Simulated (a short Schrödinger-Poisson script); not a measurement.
**Symmetric double-gate stack, Al2O3 on p-type Si(100)**

Structure: symmetric double-gate stack, Al2O3 on p-type Si(100), at 400 K.

```tsv
layer	material	thickness (nm)	Na (cm⁻³)
1	Al2O3	6.1	-
2	Si	5	1e18
3	Al2O3	6.1	-
```

The device is made up for the run: typed textbook-type constants, with dimensions and the other settings drawn at random. Al2O3: permittivity 9, conduction-band edge (eV) 2.7, gap (eV) 6.8, electron mass (mₑ) 0.3. Si: permittivity 11.7, conduction-band edge (eV) 0, gap (eV) 1.124, Nv at 300 K (cm⁻³) 3.1e19.

Channel valleys (confinement mass, in-plane density-of-states mass, number): Δ2 0.916, 0.19, 2; Δ4 0.19, 0.417, 4. At the gates, both at one voltage, the conduction-band edge of layer 1 lies 3.15 eV − eVg above the Fermi level of the channel. Gaps are held at their typed values at every temperature. Mesh 0.03 nm at interfaces.

From a short Schrödinger-Poisson script (our own, NumPy): 1D Poisson equation in equilibrium, electrons quantum, Hartree (BenDaniel-Duke, 12 states a valley, the channel's in-plane mass for all, wave functions free to enter the dielectric), parabolic valleys, classical holes, full ionisation, no traps, pinning or gate leakage.

```tsv
Vg (V)	electrons (cm⁻²)	C (μF/cm²)	Δ2 E0 (meV)	Δ2 E1 (meV)	Δ4 E0 (meV)	Δ4 E1 (meV)
0	6.71e6	< 0.003	500.3	546.1	546.0	728.9
0.1	1.22e8	< 0.003	400.4	446.1	446.0	628.9
0.2	2.21e9	0.0104	300.5	346.3	346.1	529.0
0.3	3.74e10	0.163	203.0	248.7	248.6	431.4
0.4	3.52e11	0.947	125.6	170.6	171.1	353.1
0.5	1.17e12	1.58	84.1	127.3	129.3	309.1
0.6	2.25e12	1.84	61.3	102.1	106.2	283.2
0.7	3.44e12	1.97	46.3	84.7	90.9	265.0
0.8	4.70e12	2.05	35.2	71.3	79.7	250.8
0.9	5.99e12	2.09	26.4	60.2	70.8	239.0
1	7.31e12	2.13	19.1	50.6	63.6	228.8
1.1	8.65e12	2.16	12.9	42.2	57.4	219.9
1.2	1.00e13	2.18	7.3	34.6	52.1	211.8
1.3	1.14e13	2.20	2.3	27.7	47.4	204.4
1.4	1.27e13	2.22	-2.3	21.4	43.2	197.7
1.5	1.41e13	2.23	-6.6	15.4	39.4	191.4
1.6	1.55e13	2.24	-10.7	9.8	35.9	185.5
1.7	1.69e13	2.25	-14.5	4.6	32.7	180.0
1.8	1.83e13	2.26	-18.2	-0.4	29.7	174.8
1.9	1.98e13	2.27	-21.7	-5.2	27.0	169.9
```

Gate voltages with under 1e6 electrons/cm² are left out.

Subbands count from the Fermi level. The capacitance is that of both gates.
